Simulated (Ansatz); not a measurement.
Take ZrO2 (space group P2_1/c, No. 14; a = 5.128 Å, b = 5.211 Å, c = 5.296 Å, α = γ = 90.00°, β = 99.61°) as the base.

Level of theory: PBEsol (Ansatz, a first-principles code; PAW; 420 eV plane waves; no spin-orbit coupling), earlier PAW set.

Base values:

- Band gap: 3.60 eV
- Volume per atom: 11.63 Å³

It is then changed as follows: every Zr is replaced by La, then cell and atoms are relaxed.

Tabulated Pauling electronegativity and covalent radius: Zr 1.33, 1.75 Å; La 1.10, 2.07 Å.

Estimate the effect on the band gap and volume per atom.

The band gap changes from 3.60 eV to zero; the volume per atom rises by 4.27 Å³ (11.63 Å³ → 15.90 Å³).

A trial with spin polarisation found a lower state for one case, which could not be relaxed; the values given are those without spin. Whether these cells are dynamically stable was not tested. As relaxed here, LaO2 is a hypothetical phase, not in the database extracts checked. The final runs are not spin-polarised. Gaps under 0.05 eV, about the width of the smearing, are given as zero. The zero or small gap of LaO2 can change with the level of theory.
